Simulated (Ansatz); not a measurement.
The starting structures come from a database of crystals and need not be the phases stable at ambient conditions.

 Where the default PAW files enter, the runs use the earlier of Ansatz's two default sets.

Inside the gap of an insulator the Bloch states are evanescent, with a wavenumber k + iκ along the transport direction.

Here is the system:

```xyz
12
Lattice="4.9214 0.0000 0.0000 1.6769 4.6269 0.0000 0.6565 0.4604 7.9666" Properties=species:S:1:pos:R:3 pbc="T T T"
Pd     2.7890     0.2302     3.9833
Pd     0.8385     2.3134     0.0000
Se     2.0676     4.4190     1.9917
Se     5.1873     0.6683     5.9750
O      1.9148     0.7196     5.7289
O      5.3401     4.3677     2.2377
O      6.2541     3.7624     6.2211
O      1.0007     1.3248     1.7456
O      2.8588     3.8172     3.3373
O      4.3961     1.2700     4.6293
O      2.3637     3.4700     0.6460
O      4.8912     1.6172     7.3206
```

Space group of this cell: C2/c. The cell is taken as given.

Transport runs along the normal of the first two printed cell vectors.

The gap is the functional's own. No spin-orbit coupling. Mid-gap values are interpolated on the energy grid.

**Question.** Predict the band gap and the smallest decay constant κ at mid-gap from PBEsol in Ansatz (an electronic-structure program).

**Answer.** Gap 1.30 eV on a 8×8×4 mesh; κ = 0.315 1/Å, at (0.500, 0.500) of the in-plane reciprocal vectors. At the zone centre, at the nearest computed energy, the slowest state has κ = 0.44 1/Å.
